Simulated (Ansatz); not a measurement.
Levels about the gap of amorphous Hf$_{18}$O$_{30}$N$_{4}$ (52 atoms in a cell of 652 Å³, 9.55 g/cm³; zone centre alone, so wide bands show as single levels with stretches between that a denser mesh fills), at the geometry that PBE relaxed, where it gives 0.0 GPa on a denser mesh. The participation number counts the atoms over which a state spreads; weights are charges in smoothed Voronoi cells. The levels come from a single point, so bond lengths are those of that geometry. Method of the levels: PBE, scalar-relativistic without spin-orbit coupling (Ansatz, a quantum-chemistry and plane-wave program). Sampling: the zone centre alone; Fermi-Dirac width 0.02 eV; no spin polarisation. At PBE the levels at the filled edge of the gap are localised (band-tail or defect states), and the nearest spread-out levels lie 3.6 eV apart at the zone centre.

Preparation: random packing, a CHGNet melt and quench, and a DFT relaxation. O and N atoms were pushed apart under 1.9 Å during the dynamics, to hinder bonds among them. The hot cell started wider than the set density and was brought back towards it in steps. It is the lowest in DFT energy of 4 quenches. It is a model cell: composition and starting density were chosen by hand, and all elements were melted together. No dispersion term was used. Its density started from a set value of 9.19 and ended at 9.55 g/cm³. The quench (nominally 300 K/ps over its main leg) was far faster than any real one, so the model tends to hold more defects than a real film. Values belong to this one cell and scatter from quench to quench. Volume and shape were free in the relaxation.

```
E - E(highest filled), eV  filling  participation number        largest on  weight Hf  weight N  weight O
-------------------------  -------  --------------------  ----------------  ---------  --------  --------
-0.75                       filled                  17.6   N, 5 neighbours       0.11      0.39      0.50
-0.68                       filled                  11.6   N, 4 neighbours       0.12      0.46      0.43
-0.57                       filled                  13.0   N, 4 neighbours       0.13      0.48      0.40
-0.55                       filled                  14.5   N, 5 neighbours       0.12      0.43      0.45
-0.50                       filled                  10.2   N, 4 neighbours       0.12      0.53      0.35
-0.44                       filled                  12.0   N, 4 neighbours       0.11      0.48      0.42
0.00                        filled                   4.0   N, 3 neighbours       0.13      0.56      0.31
3.12                         empty                  20.1  Hf, 6 neighbours       0.60      0.08      0.32
3.25                         empty                  18.0  Hf, 7 neighbours       0.61      0.04      0.35
3.36                         empty                  10.6  Hf, 6 neighbours       0.60      0.04      0.36
3.45                         empty                  29.0  Hf, 6 neighbours       0.59      0.07      0.34
3.58                         empty                  23.1  Hf, 6 neighbours       0.61      0.06      0.33
3.71                         empty                  23.8  Hf, 6 neighbours       0.62      0.05      0.33
3.73                         empty                  22.9  Hf, 6 neighbours       0.60      0.06      0.34
```

Most localised among these is the filled level at +0.00 eV, on a N atom, which has 3 neighbours (Hf 2.02 Å, Hf 2.15 Å, Hf 2.15 Å).
